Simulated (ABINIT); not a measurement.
Worked example: self-consistent single point of CaI2 (P-3m1, 3 atoms in the cell) in ABINIT.

Computed with PBEsol, norm-conserving pseudopotentials (PseudoDojo nc-sr-04 PBEsol standard) (plane waves; ABINIT 10.0.3).

The change in words: lattice scaled by 0.98. Reference geometry:
```
CELL_PARAMETERS angstrom
      4.52897     0.00000     0.00000
     -2.26449     3.92220     0.00000
      0.00000     0.00000     7.20983
ATOMIC_POSITIONS crystal
  Ca 0.00000 0.00000 0.00000
  I  0.33333 0.66667 0.24430
  I  0.66667 0.33333 0.75570
```

Reference input (self-consistent single point, DFT, PBEsol, plane waves, norm-conserving pseudopotentials (PseudoDojo nc-sr-04 PBEsol standard)): pseudos = [Ca.upf, I.upf]; ecut = 35 Ha; occopt = 1; ngkpt = 5 5 3; nshiftk = 1; shiftk = 0 0 0; potentials = PseudoDojo nc-sr-04 PBEsol standard; nband = 16; kptopt = 1; nstep = 100; tolvrs = 1e-12; diemac = 4. This run's input differs from it in these lines:

```diff
@@ -3,6 +3,6 @@
 pseudos "Ca.upf, I.upf"
-acell 8.5585128470 8.5585128470 13.6246041051
+acell 8.3873430335 8.3873430335 13.3521112671
 rprim
-         1.0000000000    0.0000000022    0.0000000000
-        -0.5000000019    0.8660254027    0.0000000000
+         1.0000000000   -0.0000000455    0.0000000000
+        -0.4999999606    0.8660254265    0.0000000000
          0.0000000000    0.0000000000    1.0000000000
@@ -14,4 +14,4 @@
          0.0000000000    0.0000000000    0.0000000000
-        -0.0000000107    4.9412596961    3.3284907829
-         4.2792564182    2.4706298573   10.2961133222
+         0.0000002204    4.8424347582    3.2619207826
+         4.1936716270    2.4212171882   10.0901904846
 ecut 35
```

The program printed (abridged):

```
--- !BeginCycle
solver: {iscf: 7, nstep: 100, nline: 4, wfoptalg: 0, }
tolerances: {tolvrs: 1.00E-12, }
...

     iter   Etot(hartree)      deltaE(h)  residm     vres2
 ETOT  1  -64.691559156930    -6.469E+01 4.183E-02 1.052E+02
 ETOT  2  -64.725381229350    -3.382E-02 3.410E-02 9.865E+00
 ETOT  3  -64.726310947518    -9.297E-04 4.696E-03 1.974E-01
 ETOT  4  -64.726329429219    -1.848E-05 3.231E-03 4.430E-02
 ETOT  5  -64.726330896591    -1.467E-06 1.274E-03 1.681E-02
   [... 5 lines left out ...]
 ETOT 11  -64.726331909696    -6.708E-12 1.043E-03 1.905E-10
 ETOT 12  -64.726331909688     8.271E-12 8.408E-04 1.384E-11
 ETOT 13  -64.726331909689    -1.208E-12 2.956E-04 3.876E-12
 ETOT 14  -64.726331909691    -2.089E-12 1.177E-03 9.714E-15
 At SCF step   14       vres2   =  9.71E-15 < tolvrs=  1.00E-12 =>converged.

 Cartesian components of stress tensor (hartree/bohr^3)
  sigma(1 1)= -1.03414513E-05  sigma(3 2)=  0.00000000E+00
  sigma(2 2)= -1.03414511E-05  sigma(3 1)=  0.00000000E+00
  sigma(3 3)= -1.72693419E-05  sigma(2 1)=  8.32545032E-15

 ----iterations are completed or convergence reached----

 reduced coordinates (array xred) for    3 atoms
       0.000000000000      0.000000000000      0.000000000000
       0.333333333333      0.666666666667      0.244300000000
       0.666666666667      0.333333333333      0.755700000000
 cartesian forces (eV/Angstrom) at end:
    1     -0.00000000000000    -0.00000000000000    -0.00000000000000
    2     -0.00000000000000    -0.00000000000000     0.12198403947554
   [... lines left out ...]
 Fermi (or HOMO) energy (eV) =   1.13606   Average Vxc (eV)=  -8.06612
   [... lines left out ...]
total_energy        : -6.47263319096910E+01
total_energy_eV     : -1.76129306344437E+03
band_energy         : -8.67241210313103E+00
...

-Cartesian components of stress tensor (GPa)         [Pressure=  3.7220E-01 GPa]
- sigma(1 1)= -3.04255950E-01  sigma(3 2)=  0.00000000E+00
- sigma(2 2)= -3.04255946E-01  sigma(3 1)=  0.00000000E+00
- sigma(3 3)= -5.08081495E-01  sigma(2 1)=  2.44943164E-10

 Calculation completed.
```

The run converged in 14 iterations. Against the reference run the free energy goes down by 5.1 meV/atom, the pressure goes from -0.97 to 0.37 GPa, the largest force goes from 0.146 to 0.122 eV/Å and the gap on the mesh goes from 3.642 to 3.572 eV.

The starting cell comes from a database of computed structures (which also holds hypothetical and non-ambient phases and stackings), without a prior relaxation at this level. For this run, on top of that: lattice scaled by 0.98. Spin-orbit coupling is off.

Cost on one core of a shared machine: roughly 50 s.
